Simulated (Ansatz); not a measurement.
Start from Ir in the fcc (Cu type) structure (space group Fm-3m, No. 225; a = 3.8118 Å; relaxed with 0.1 eV smearing). Axes: x, y, z lie along the cube axes.

Method: LDA (Ansatz, a first-principles code, PAW, scalar-relativistic without spin-orbit coupling).

Before the change:

```
Quantity            Value
---------------  --------
Volume per atom  13.85 Å³
```

The change: biaxial strain +0.50 %, plane normal [001], relaxed out of plane (Cartesian); in-plane vectors clamped, the third vector and the atoms free.

Task: What does the calculation give for the energy relative to the base after the change?

Result: The energy increases by 1.5 meV/atom.

Task: What happens to the volume per atom?

Result: The volume per atom goes up by 0.08 Å³, from 13.85 Å³ to 13.93 Å³.

Task: What happens to the in-plane stress?

Result: The mean in-plane stress (compression positive) amounts to -3.5 GPa.

No phonon test of stability was made. The final runs are not spin-polarised.
